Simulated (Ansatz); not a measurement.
Space group Pm-3m (No. 221); a = b = c = 2.9173 Å, α = β = γ = 90.00°

```
atom  site  symmetry       x       y       z
----  ----  --------  ------  ------  ------
Al      1a      m-3m  0.0000  0.0000  0.0000
Ru      1b      m-3m  0.5000  0.5000  0.5000
```

The cell was generated from a structure type, relaxed within its symmetry, and need not be the phase found at ambient conditions. The pressure is 15 GPa. The structure is held there; whether it is the stable one at that pressure was not tested.

Problem. What linear thermal expansion coefficient does quasi-harmonic lattice dynamics on DFT at the PBEsol level (Ansatz, a program for electronic structure) give at 550 K, and what isobaric heat capacity per mole of formula units and Grüneisen parameter?

Solution. α = 7.0 × 10⁻⁶ K⁻¹; C_P = 50.6 J/(mol K); γ = 1.72. The crystal is held in this phase throughout; melting and phase transitions are not modelled.

The PAW data sets were generated under PBE and serve the other functionals too.
